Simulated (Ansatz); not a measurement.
# Ru on the 1x1 (10-10) surface of wurtzite AlN (cut with top plane Al + N), one in a 2x1 cell, started at the site 'top Al'

Host crystal: wurtzite AlN, with a band gap (PBE, scalar-relativistic without spin-orbit coupling).

Computed with PBE (plane waves to 420 eV, PAW; Ansatz, a quantum-chemistry and plane-wave program).

Slab: 33 atoms, 8.9 Å thick at the start under the adsorbate (thin: gaps and levels are the slab's own); k 3x4x1, smearing 0.01 eV, dipole-corrected; 16 atoms held, the rest relaxed; held to the start's symmetry, so lower structures may exist; spin-polarised, ending with about 2.0 μB a cell; orders that need a larger cell were not tried, no spin-orbit, no U, no dispersion correction. At the end it is bonded to Al + N. In PBE this state lies 0.61 eV over the lowest of the starts that converged ('top Al #2').

```json
{
  "adsorption energy against an atom of hcp Ru": "4.07 eV",
  "change_of_the_step_from_the_bottom_to_the_top_vacuum_level_against_the_clean_slab": "-0.73 eV",
  "energy_released_by_relaxation": "1.72 eV",
  "height of the binding atom over the mean of the host atoms within 0.3 Å of the top one": "1.945 Å",
  "magnetic_moment_of_the_cell": "2.00 μB",
  "nearest_host_atoms_of_the_binding_atom": "N at 1.97 Å, Al at 2.40 Å, Al at 3.31 Å",
  "largest_move_of_a_host_atom": "0.29 Å",
  "note": "in the relaxation the adsorbate left its starting site by 1.3 Å",
  "cost": "about 14 core-minutes (a rough figure)"
}
```

A negative adsorption energy means that the adsorbate is more stable on the surface than in its reference.
